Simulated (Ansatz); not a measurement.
Results of PBEsol (Ansatz, an electronic-structure program, plane waves, PAW) for white tin (β-Sn).

Numerical settings: plane-wave cutoff 520 eV, 20×20×20 k mesh, Fermi–Dirac smearing 0.05 eV, scalar-relativistic PAW data made under PBE.

Computed at the level's own relaxed cell.

Predict the bulk modulus, equilibrium volume per atom and equilibrium lattice constant a.


- bulk modulus = 56.2 GPa
- equilibrium volume per atom = 26.88 Å³/atom
- equilibrium lattice constant a = 5.839 Å

The run finds no gap.

Measured, for comparison: bulk modulus 57.0 GPa (temperature not stated, not corrected to a static lattice; as tabulated in Chen et al. (2023), arXiv:2209.05059); lattice constant a 5.831 Å (293 K, not corrected to a static lattice; as tabulated in Wikipedia's data pages). Computed (rounded) less measured: bulk modulus -1 %, lattice constant a +0.1 %.

Note: the bulk modulus comes from volumes at which shape and atoms were relaxed.

Spin–orbit coupling is not included.

Computed values are for the static lattice.

Computing time: roughly 9 core-minutes.
